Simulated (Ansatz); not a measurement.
# Response to strain in CdSe

Consider CdSe in the zinc blende structure (space group F-43m, No. 216; a = 6.007 Å).

Strains are applied to the cell and any free atomic positions relax.

The values are results of LDA (Ansatz, a quantum-chemistry and plane-wave program, PAW, without spin-orbit coupling), not measurements.

Notes on the quantities. hole mass: degenerate bands, along [100].

```
case                       pressure  volume per atom  band gap                    hole mass    electron mass
------------------------  ---------  ---------------  --------  ---------------------------  ---------------
base                       0.00 GPa         27.10 Å³   0.41 eV  0.042, 0.62, 0.62 mₑ (at Γ)  0.041 mₑ (at Γ)
isotropic strain −3.00 %   6.57 GPa         24.73 Å³   0.58 eV  0.056, 0.55, 0.55 mₑ (at Γ)  0.054 mₑ (at Γ)
isotropic strain −2.50 %   5.26 GPa         25.12 Å³   0.55 eV  0.053, 0.56, 0.56 mₑ (at Γ)  0.052 mₑ (at Γ)
isotropic strain −2.00 %   4.05 GPa         25.51 Å³   0.52 eV  0.051, 0.57, 0.57 mₑ (at Γ)  0.050 mₑ (at Γ)
isotropic strain −1.50 %   2.93 GPa         25.90 Å³   0.49 eV  0.049, 0.58, 0.58 mₑ (at Γ)  0.048 mₑ (at Γ)
isotropic strain −1.00 %   1.88 GPa         26.30 Å³   0.46 eV  0.046, 0.60, 0.60 mₑ (at Γ)  0.045 mₑ (at Γ)
isotropic strain −0.50 %   0.91 GPa         26.70 Å³   0.43 eV  0.044, 0.61, 0.61 mₑ (at Γ)  0.043 mₑ (at Γ)
isotropic strain +1.50 %  -2.33 GPa         28.34 Å³   0.32 eV  0.034, 0.66, 0.66 mₑ (at Γ)  0.033 mₑ (at Γ)
isotropic strain +2.50 %  -3.60 GPa         29.18 Å³   0.26 eV                            –                –
isotropic strain +3.00 %  -4.17 GPa         29.61 Å³   0.23 eV                            –                –
```

Masses are band curvatures over ±0.01 Å⁻¹ around the edge. Stability against distortions was not tested. The zero or small gap of CdSe under isotropic strain +2.50 % and CdSe under isotropic strain +3.00 % can change with the level of theory.
